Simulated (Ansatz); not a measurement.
Sc$_{3}$TlB (Pm-3m), PBEsol, DFPT electron-phonon coupling, linearised Boltzmann equation (Ansatz, a program for electronic structure). Phonon-limited resistivity 107 μΩ·cm at 300 K, 145 μΩ·cm at 400 K, current-weighted mean free path 2.2 nm, Drude plasma energy 2.66 eV.

Estimate the resistivity of a 80 nm square wire with diffuse walls from ρ ≈ ρ₀(1 + 3ℓ/4d).

1 + 0.75 × 2.2/80 = 1.02, so ρ ≈ 109 μΩ·cm and a line 1 μm long has 171 Ω. The formula is the free-electron limit for d well above ℓ; grain boundaries add to it.

What Drude relaxation time do resistivity and plasma energy imply?

ω_p = 4.04e15 s⁻¹, so τ = 1/(ε₀ ω_p² ρ) = 6.46 fs, a damping ħ/τ of 102 meV.

What is the classical skin depth at 1 GHz (nonmagnetic, μ₀ = 1.257×10⁻⁶ H/m)?

δ = √(ρ/(π f μ₀)) = 16500 nm.

A metal at this level (no band gap). Only scattering by harmonic phonons is included (no impurities, grain boundaries, electron-electron scattering or thermal expansion). Spin-orbit coupling is left out, which matters with elements this heavy. Values near or above 100 μΩ·cm, or paths under about 2 nm, lie near resistivity saturation, where the Boltzmann equation overshoots. Halving the electron mesh (20x20x20) moves the resistivity by up to 7 % at 300 K, the mean free path by up to 10 %. Smearing 0.20 eV; phonons on a 3x3x3 q mesh, which this run doesn't test.

Computed structure with no diffraction record at hand here (it may be known, metastable or hypothetical): Sc3TlB (Pm-3m).
